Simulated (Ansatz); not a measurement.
Rb2NiO2 (I4/mmm, No. 139, 5 atoms in the cell; start COD 1540110), treated with PBEsol in Ansatz (plane waves, PAW).

Numerical settings: plane-wave cutoff 520 eV, 12×12×12 k mesh, Fermi–Dirac smearing 0.01 eV, spin-polarised with parallel moments, scalar-relativistic PAW data made under PBE.

Cell (relaxed at this level):

```cif
data_NiO2Rb2
_chemical_formula_sum 'Rb2 O2 Ni1'
_space_group_name_H-M_alt 'P 1'
_space_group_IT_number 1
_cell_length_a 7.09860
_cell_length_b 7.09860
_cell_length_c 7.09860
_cell_angle_alpha 146.166
_cell_angle_beta 146.166
_cell_angle_gamma 48.601
loop_
_space_group_symop_operation_xyz
  'x, y, z'
loop_
_atom_site_label
_atom_site_type_symbol
_atom_site_fract_x
_atom_site_fract_y
_atom_site_fract_z
_atom_site_occupancy
Rb1 Rb 0.34999 0.34999 0.00000 1
Rb2 Rb 0.65001 0.65001 0.00000 1
O1 O 0.12995 0.12995 0.00000 1
O2 O 0.87005 0.87005 0.00000 1
Ni1 Ni 0.00000 0.00000 0.00000 1
```
Starting moments (μB, in the order of the record's atoms Rb Rb O O Ni): 0.0 0.0 0.0 0.0 2.0.

Problem. What does this level give for the band gap, smallest direct gap on the k points sampled and Γ–Γ gap?

Solution. 
- band gap = 0.92 eV
- smallest direct gap on the k points sampled = 1.15 eV
- Γ–Γ gap = 1.46 eV

Note: the magnetic order was assumed, not searched for or taken from measurement; the relaxation could not lower the start's symmetry, so a distorted cell can lie lower; without U or exact exchange, gaps and moments of open d shells tend to come out too small.

Spin–orbit coupling is not included.

Static lattice: no zero-point or thermal effects.

Ansatz is a program for electronic structure.
